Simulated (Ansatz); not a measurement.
Consider LiNbO$_{3}$ (space group R3c, No. 161).

```xyz
10
Lattice="2.5949 1.4982 4.6715 -2.5949 1.4982 4.6715 0.0000 -2.9964 4.6715" Properties=species:S:1:pos:R:3 pbc="T T T"
Li     0.0000     0.0000     3.9344
Li     0.0000     0.0000    10.9417
Nb     0.0000     0.0000    14.0075
Nb     0.0000     0.0000     7.0003
O     -0.6422    -1.4587     5.5444
O      1.5844     0.1732     5.5444
O     -0.9421     1.2855     5.5444
O     -1.6528    -0.2127     7.8802
O      0.6422     1.5377     7.8802
O      1.0106    -1.3250     7.8802
```

Cartesian axes are those of the cell as printed.

Method: PBE (Ansatz, a first-principles code, PAW, no SOC).

Now apply this change: the cell is compressed by 0.75 % along z with no lateral relaxation; the atoms relax in the strained cell.

### Question
Predict the stress tensor and what it implies for the stiffness.

### Answer
Stress of the strained cell less that of the base (GPa, compression positive):
```
   0.45    0.00    0.00
   0.00    0.45    0.00
   0.00    0.00    1.64
```

Then −Δσ_ii/ε with ε = -0.0075 gives relaxed-ion elastic constants: C33 ≈ 218 GPa, C13 ≈ 60 GPa and C23 ≈ 60 GPa.

Stability against distortions was not tested.
